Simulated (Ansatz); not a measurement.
ZrTa (model structure, Pmma, No. 51, 4 atoms in the cell), treated with PBE (plane waves, PAW; Ansatz, a first-principles code).

Settings: plane-wave cutoff 520 eV, 12×16×12 k mesh (along the axes of the cell as run), Fermi–Dirac smearing 0.05 eV, scalar-relativistic PAW data made under PBE.

Cell (relaxed at this level):

TaZr is modelled in the orthorhombic space group Pmma (No. 51), Pearson symbol oP4. Cell: a = 4.6948 Å, b = 3.5556 Å, c = 4.9627 Å, α = β = γ = 90.00°. Ta on 2e sees 6 Zr at 2.927–2.976 Å and 2 Zr at 3.180 Å and 2 Ta at 3.016 Å and 2 Ta at 3.556 Å and 2 Ta at 3.863 Å. Zr on 2f sees 6 Ta at 2.927–2.976 Å and 2 Ta at 3.180 Å and 2 Zr at 3.221 Å and 4 Zr at 3.556–3.621 Å. (Neighbours: up to the widest gap in distance over summed covalent radii, below 1.35, at either atom.)

Q: Estimate the bulk modulus B0 that the calculation returns.

A: 
bulk modulus B0: 119 GPa

The run finds no gap.

Note: the bulk modulus is −V dP/dV from two relaxed cells at ±2 % in volume; the relaxation could raise the start's symmetry but not lower it, so the cell can be a saddle point.

Spin–orbit coupling is not included.

Static lattice: no zero-point or thermal effects.

Computing time: about 12 core-minutes (a rough figure).

A model structure was made by putting elements into a prototype or built by hand; it is no filed structure, need not be a known phase, and can be a saddle point held by its symmetry.
